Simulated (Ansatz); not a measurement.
Input and output of a relaxation of the atoms for TiRh₃ (P4mm, 4 atoms in the cell) (Ansatz, a program for electronic structure).

Computed with LDA (PW92), default PAW files made with PBE (plane waves; Ansatz).

The change in words: one atom moved by 0.15 angstrom; relax: default → atoms; relax.f_tol: default → 0.005 eV/Å. Reference geometry:
```
CELL_PARAMETERS angstrom
      3.80684     0.00000     0.00000
      0.00000     3.80684     0.00000
      0.00000     0.00000     3.80684
ATOMIC_POSITIONS crystal
  Ti 0.00000 0.00000 0.00000
  Rh 0.50000 0.50000 0.00000
  Rh 0.00000 0.50000 0.50000
  Rh 0.50000 0.00000 0.50000
```

Reference input (self-consistent single point, DFT, LDA (PW92), plane waves, default PAW files made with PBE): basis.ecutwfc = 420 eV; kpoints.mp_grid.grid = 9 9 9; hamiltonian.xc = lda; hamiltonian.pseudopotentials = {kind: paw} (the program's default PAW files); scf.occupations.method = fermi_dirac; scf.occupations.width = 0.1 eV. This run's input differs from it in these lines:

```diff
@@ -6,3 +6,3 @@
   atoms:
-    - { symbol: Ti, position_ang: [0.000000, 0.000000, 0.000000] }
+    - { symbol: Ti, position_ang: [0.000000, 0.000000, 0.150001] }
     - { symbol: Rh, position_ang: [1.903420, 1.903420, 0.000000] }
@@ -19,2 +19,4 @@
   occupations: { method: fermi_dirac, width: 0.1 eV }
+relax:
+  f_tol: 0.005
 output:
```

Output, abridged:

```
   [... SCF lines of the steps left out ...]
relax step   1: F+E_penalty+E_count = -21288.84214311 eV  Δ(F+E_penalty+E_count) = +0.000e0 eV  max|allowed force component| = 7.373e-1 eV/Å  Δτ_max = 0.0000 Å  (6 SCF iters, dr2 threshold 6.25e-7 eV, accepted)
relax step   2: F+E_penalty+E_count = -21288.87787315 eV  Δ(F+E_penalty+E_count) = -3.573e-2 eV  max|allowed force component| = 4.180e-1 eV/Å  Δτ_max = 0.0472 Å  (6 SCF iters, dr2 threshold 3.40e-5 eV, accepted)
relax step   3: F+E_penalty+E_count = -21288.89611739 eV  Δ(F+E_penalty+E_count) = -1.824e-2 eV  max|allowed force component| = 6.745e-3 eV/Å  Δτ_max = 0.0642 Å  (6 SCF iters, dr2 threshold 1.09e-5 eV, accepted)
relax step   4: F+E_penalty+E_count = -21288.89611742 eV  Δ(F+E_penalty+E_count) = -3.541e-8 eV  max|allowed force component| = 6.474e-3 eV/Å  Δτ_max = 0.0000 Å  (6 SCF iters, accepted)
relax step   5: F+E_penalty+E_count = -21288.89612197 eV  Δ(F+E_penalty+E_count) = -4.546e-6 eV  max|allowed force component| = 1.365e-4 eV/Å  Δτ_max = 0.0011 Å  (6 SCF iters, accepted)
the relaxation is at rest under the 8 symmetry operations that the run kept from its start: a minimum is not shown …
Free energy (F): -21288.896122 eV
Internal energy: -21288.779126 eV  (E = F + TS)
E sigma→0 (E₀):  -21288.837624 eV
Entropy (-TS):   -0.116996 eV (-29.249 meV/atom)
Fermi energy:    20.544725 eV
--- Forces (eV/Å), atoms counted from 1 ---
  atom   1  Ti    -0.00000000     0.00000000    -0.00001328
  atom   2  Rh     0.00000000     0.00000000    -0.00013652
  atom   3  Rh     0.00000000     0.00000000     0.00007480
  atom   4  Rh    -0.00000000     0.00000000     0.00007480
--- Stress (GPa, compression-positive) ---
       -7.270766       0.000000       0.000000
   [... lines left out ...]
  F+E_penalty+E_count = -21288.89612197 eV   max|allowed force component| = 1.365e-4 eV/Å
  atoms:
    - { symbol: Ti, position: [-4.2686411579597e-35, 0.0, 0.00985088632223104] }
    - { symbol: Rh, position: [0.5, 0.5, 0.00985290620738931] }
    - { symbol: Rh, position: [7.904891033258704e-36, 0.5, 0.5098496146996644] }
    - { symbol: Rh, position: [0.5, 0.0, 0.5098496146996644] }
```

The run converged.  The full log also holds: “iter 5 did not close the SCF: its close was put off for the readings that it lacked (scf_convergence_deferred on its scf_iter line)”. The full log also holds: “iter 3 did not close the SCF: its close was put off for the readings that it lacked (scf_convergence_deferred on its scf_iter line)”.

Summary of the result:
- Free energy E − TS (on the zero of these files): -21288.8961 eV
- Fermi level (on the code's own zero): 20.54 eV
- Pressure: -7.27 GPa
- Relaxation steps: 5

The starting cell comes from a database of computed structures (which also holds hypothetical and non-ambient phases and stackings), without a prior relaxation at this level. Its lattice was rescaled by up to half a per cent. For this run, on top of that: one atom moved by 0.15 angstrom. Spin polarisation is off. The relaxation keeps the symmetry of its start, so its end need not be a minimum. Ansatz's pressure includes its estimate of the finite-basis (Pulay) stress.

Cost on one core of a shared machine: roughly 50 s.

Keys are those of Ansatz 0.2.
